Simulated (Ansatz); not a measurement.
# CdS, pressure series

Base system: CdS in the zinc blende structure (space group F-43m, No. 216; a = 5.927 Å).

Cell and atoms are relaxed at each pressure.

Levels (all Ansatz, an electronic-structure program, PAW): PBE (420 eV, without spin-orbit coupling); r2SCAN (500 eV, spin-orbit coupling left out); HSE06 (420 eV, without spin-orbit coupling); PBE+SOC (420 eV, with spin-orbit coupling).

Band gaps by level, all at the geometries relaxed with PBE:

```json
[
 {"case": "base", "PBE": "1.04 eV", "r2SCAN": "1.49 eV", "HSE06": "2.04 eV", "PBE+SOC": "1.03 eV"},
 {"case": "pressure −2 GPa", "PBE": "0.95 eV", "r2SCAN": "1.39 eV", "HSE06": "1.94 eV", "PBE+SOC": "0.93 eV"},
 {"case": "pressure −1 GPa", "PBE": "1.00 eV", "r2SCAN": "(withheld)", "HSE06": "1.99 eV", "PBE+SOC": "0.98 eV"},
 {"case": "pressure 3 GPa", "PBE": "1.15 eV", "r2SCAN": "1.60 eV", "HSE06": "2.17 eV", "PBE+SOC": "1.14 eV"},
 {"case": "pressure 7 GPa", "PBE": "1.26 eV", "r2SCAN": "1.72 eV", "HSE06": "(withheld)", "PBE+SOC": "1.25 eV"},
 {"case": "pressure 30 GPa", "PBE": "1.59 eV", "r2SCAN": "2.07 eV", "HSE06": "2.65 eV", "PBE+SOC": "1.58 eV"},
 {"case": "pressure 50 GPa", "PBE": "1.71 eV", "r2SCAN": "2.20 eV", "HSE06": "2.77 eV", "PBE+SOC": "1.71 eV"},
 {"case": "pressure 100 GPa", "PBE": "1.80 eV", "r2SCAN": "2.32 eV", "HSE06": "2.84 eV", "PBE+SOC": "1.79 eV"}
]
```

**Question.** Some entries are withheld; estimate them.

**Answer.** 
- pressure −1 GPa, r2SCAN: 1.44 eV
- pressure 7 GPa, HSE06: 2.29 eV

Single points use the geometry relaxed with PBE. Differences between runs with and without spin-orbit coupling are approximate. Load acts through the strain it causes; cell and atoms are relaxed under it. No phonon test of stability was made. Tetrahedral semiconductors of this kind turn to denser phases somewhere between about 1 and 50 GPa; those were not computed, so compressed cells here can lie past the real transition.
